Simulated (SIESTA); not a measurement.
A self-consistent single point of ScCd₃ (P6_3/mmc, 8 atoms in the cell) with SIESTA.

Computed with LDA PW92, numerical atomic orbitals TZP, PseudoDojo LDA standard norm-conserving potentials (rewritten from UPF to PSML) (SIESTA 5.4.2).

The change in words: lattice scaled by 0.98. Reference geometry:
```
CELL_PARAMETERS angstrom
      6.35417     0.00000     0.00000
     -3.17708     5.50287     0.00000
      0.00000     0.00000     4.84750
ATOMIC_POSITIONS crystal
  Sc 0.33333 0.66667 0.25000
  Sc 0.66667 0.33333 0.75000
  Cd 0.83410 0.66820 0.25000
  Cd 0.16590 0.33180 0.75000
  Cd 0.16590 0.83410 0.75000
  Cd 0.83410 0.16590 0.25000
  Cd 0.33180 0.16590 0.25000
  Cd 0.66820 0.83410 0.75000
```

Reference input (self-consistent single point, DFT, LDA PW92, numerical atomic orbitals TZP, PseudoDojo LDA standard norm-conserving potentials (rewritten from UPF to PSML)): XC.functional = LDA; XC.authors = PW92; potentials = PseudoDojo LDA standard; PAO.BasisSize = TZP; PAO.EnergyShift = 0.01 Ry; MeshCutoff = 300 Ry; kgrid.MonkhorstPack = 4 4 5; OccupationFunction = MP; OccupationMPOrder = 0; ElectronicTemperature = 100 meV; MaxSCFIterations = 150; SCF.Mixer.Method = Pulay. This run's input differs from it in these lines:

```diff
@@ -12,5 +12,5 @@
 %block LatticeVectors
-     6.354170000    0.000000000    0.000000000
-    -3.177085000    5.502873000    0.000000000
-     0.000000000    0.000000000    4.847500000
+     6.227087000    0.000000000    0.000000000
+    -3.113543000    5.392816000    0.000000000
+     0.000000000    0.000000000    4.750550000
 %endblock LatticeVectors
```

Output (repeated stretches shortened):

```
        iscf     Eharris(eV)        E_KS(eV)     FreeEng(eV)     dDmax    Ef(eV) dHmax(eV)
   scf:    1   -31138.561093   -31218.068654   -31218.100516  2.411870 -2.613889 14.000100
   scf:    2   -31245.290611   -31233.101099   -31233.138409  0.388566 -2.504916  9.432410
   scf:    3   -31247.850844   -31242.497693   -31242.535699  0.531574 -2.531896  2.894010
   scf:    4   -31244.005104   -31243.717119   -31243.755186  0.279717 -2.781165  1.618256
   scf:    5   -31244.010490   -31243.900268   -31243.939677  0.020644 -2.846208  0.528699
   [... 3 lines left out ...]
   scf:    9   -31243.933352   -31243.928643   -31243.968209  0.004621 -2.883515  0.112883
   scf:   10   -31243.928827   -31243.929269   -31243.969035  0.002658 -2.893720  0.030925
   scf:   11   -31243.929402   -31243.929356   -31243.969092  0.000516 -2.891758  0.001238
   scf:   12   -31243.929359   -31243.929357   -31243.969092  0.000044 -2.891692  0.000564
SCF Convergence by DM+H criterion
max |DM_out - DM_in|         :     0.0000442953
max |H_out - H_in|      (eV) :     0.0005641224
SCF cycle converged after 12 iterations

Using DM_out to compute the final energy and forces

siesta: E_KS(eV) =           -31243.9294

siesta: E_KS - E_eggbox =    -31243.9294

siesta: Atomic forces (eV/Ang):
     1    0.000006   -0.000003   -0.000000
     2   -0.000006    0.000003   -0.000000
     3   -0.000007   -0.014645    0.000000
     4    0.000007    0.014645    0.000000
     5    0.012677   -0.007319    0.000000
     6   -0.012677    0.007319    0.000000
     7    0.012679    0.007327    0.000000
     8   -0.012679   -0.007327    0.000000
   Tot    0.000000   -0.000000   -0.000000
   Max    0.014645
   Res    0.007321    sqrt( Sum f_i^2 / 3N )
   Max    0.014645    constrained

   [... lines left out ...]
siesta: FreeEng =    -31243.969092
siesta: Cell volume =        159.530758 Ang**3
siesta:         -54.54194208        -54.01068918  kBar
   [... lines left out ...]

              0.093

mulliken: Qtot =      142.000

Mulliken Atomic Populations:
Atom #   charge [q] valence [e]  Species
     1    -0.011887   11.011887  Sc
     2    -0.011887   11.011887  Sc
     3     0.003962   19.996038  Cd
     4     0.003962   19.996038  Cd
     5     0.003962   19.996038  Cd
     6     0.003962   19.996038  Cd
     7     0.003962   19.996038  Cd
     8     0.003962   19.996038  Cd
 Total     0.000000
```

The run converged in 12 iterations. Against the reference run the free energy drops by 59.2 meV/atom, the pressure goes from -9.54 to -5.45 GPa and the largest force goes from 0.004 to 0.015 eV/Å.

The starting cell comes from a database of computed structures (which also holds hypothetical and non-ambient phases and stackings), without a prior relaxation at this level. For this run, on top of that: lattice scaled by 0.98. Values carry the incompleteness of an atom-centred basis. With a pressure of about -5 GPa the cell is away from its equilibrium volume at this level.

Cost on one core of a shared machine: roughly 40 s.
